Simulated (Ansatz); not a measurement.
Base system: ZnGeP2 in the chalcopyrite structure (space group I-42d, No. 122; a = 5.424 Å, c = 10.709 Å). Axes: x, y, z lie along a, b, c of the conventional cell.

The values are results of PBEsol/PAW in Ansatz (a program for electronic structure), without spin-orbit coupling, not measurements.

Strains are applied to the cell and any free atomic positions relax; under biaxial strain the out-of-plane vector relaxes too; under stress the whole cell relaxes.

One change was made to it. Results:

The valence-band top at Γ (three highest levels, from the VBM) goes from 0.00, -0.07, -0.07 eV to 0.00, -0.06, -0.06 eV; the band gap stays 1.07 eV; the volume per atom shrinks by 0.03 Å³ to 19.66 Å³; the smallest direct gap rises by 0.02 eV to 1.26 eV.

Question: Name the change that was made.
(A) uniaxial stress, 2 GPa tension along z
(B) uniaxial stress, 2 GPa compression along z
(C) uniaxial strain ε_zz = −2.45 %
(D) biaxial strain −0.14 %, plane normal [001], relaxed out of plane
(E) isotropic strain −0.68 %

Answer: D, biaxial strain −0.14 %, plane normal [001], relaxed out of plane. For comparison, the valence-band top at Γ in the other runs: uniaxial strain ε_zz = −2.45 % gives 0.00, -0.20, -0.20 eV; uniaxial stress, 2 GPa compression along z gives 0.00, -0.23, -0.23 eV; uniaxial stress, 2 GPa tension along z gives 0.00, 0.00, -0.08 eV; isotropic strain −0.68 % gives 0.00, -0.07, -0.07 eV.

Stability under load was not tested beyond the relaxation.
